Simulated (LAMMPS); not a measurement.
LAMMPS 22 Jul 2025, classical MD, SNAP (Ge_Zuo_JPCA2020.snapcoeff): Ge, 4096 atoms.

```yaml
task: MD, nve
potential: SNAP, Ge_Zuo_JPCA2020.snapcoeff Ge_Zuo_JPCA2020.snapparam
copies_of_the_repeat_unit: 8×8×8
shape (slab and sphere leave vacuum in the box): bulk
temperature: 800 K
steps: 120
timestep: 1 fs
neighbor_skin: 2 Å
neigh_modify: every 1 delay 0 check yes
thermo: 100
newton: on (default)
atom_modify sort (bins of 2 Å where set): 1000 (default)
comm_style: brick (default)
box: 45.3 × 45.3 × 45.3 Å
start: generated diamond lattice, warmed in an untimed run
compared_values: energy and forces of the first step, drift over the run
```

It runs on a single node (Arm Neoverse V2, 96 cores on 1 socket, no SMT, 1 L3 cache group).

Wall times, medians of two to five repeats, each run alone on the node (launch to exit). Processes are pinned to neighbouring cores unless said otherwise. Build: PyPI wheel: MPICH, OPENMP and OPT packages. Other compilers and libraries give other times. Scratch files lie in a memory file system. A preparatory run goes ahead and isn't timed.

Measured:

| cores | layout | wall time |
|---|---|---|
| 2 | 2 ranks | 36.7 s |
| 4 | 4 ranks | 18.4 s |
| 8 | 8 ranks | 9.38 s |
| 16 | 16 ranks | 4.81 s |
| 32 | 32 ranks | 2.86 s |
| 64 | 64 ranks | 1.73 s |

### Question
Take a serial part s and a parallel part w, T = s + w/p on p cores. What does the fit give for 48 ranks and for 88 ranks, and what is measured?

### Answer
A fit of relative deviations gives s = 0.617 s and w = 70.5 core-seconds; it misses the rows shown by at most 4 %.

```
cores    layout     fit  measured  measured against fit
-----  --------  ------  --------  --------------------
48     48 ranks  2.09 s    2.18 s                  +5 %
88     88 ranks  1.42 s    1.46 s                  +3 %
```

Efficiency, counted from 2 cores, stays above one half up to 88 cores, the most tried. The shortest time, 1.5 s, comes at 88 cores. The share that grows most is that of set-up, start and exit outside the loop: from 1.5 % of the time on 2 cores to 19 % on 88. The largest part on 88 cores, pair forces (Pair), takes 36 s on 2 and 1.0 s there.
